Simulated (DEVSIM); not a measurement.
System: W/Al2O3/n-InP capacitor, at 300 K.

```csv
layer (left to right),material,thickness (nm),Nd (cm⁻³)
1,Al2O3,2.30,-
2,InP,3000,4.4e16
```

Metal gate on the left, work function 4.6 eV. Fixed charge at the semiconductor interface 2.8e10 cm⁻² (in units of +e); no interface traps.

The device is made up for the run: typed textbook-type constants, with dimensions and the other settings drawn at random. Values at 300 K.

```csv
parameter,Al2O3,InP
gap (eV),6.8,1.344
affinity (eV),1.35,4.38
permittivity,9,12.5
Nc (cm⁻³),-,5.7e17
Nv (cm⁻³),-,1.1e19
```

Simulated with DEVSIM: 1D Poisson equation in equilibrium, Boltzmann statistics, complete ionisation; no quantum confinement or tunnelling. Metal contacts follow the ideal Schottky-Mott rule: no Fermi-level pinning, no interface dipoles.

The substrate doping was swept, all else fixed.

| substrate doping (cm^-3) | minimum of the low-frequency capacitance (μF/cm²) | threshold voltage (band bending 2φF) (V) | flat-band voltage (V) |
|---|---|---|---|
| 2.2e15 | 0.0153 | -0.91 | 0.07 |
| 4.4e15 | 0.0213 | -0.93 | 0.09 |
| 8.8e15 | 0.0298 | -0.96 | 0.11 |
| 2.2e16 | 0.0453 | -0.99 | 0.13 |
| 4.4e16 | 0.0623 | -1.02 | 0.15 |
| 8.8e16 | 0.0867 | -1.05 | 0.17 |

From the first row to the last the minimum of the low-frequency capacitance goes from 0.0153 to 0.0867. From the first row to the last the threshold voltage (band bending 2φF) goes from -0.91 to -1.05.
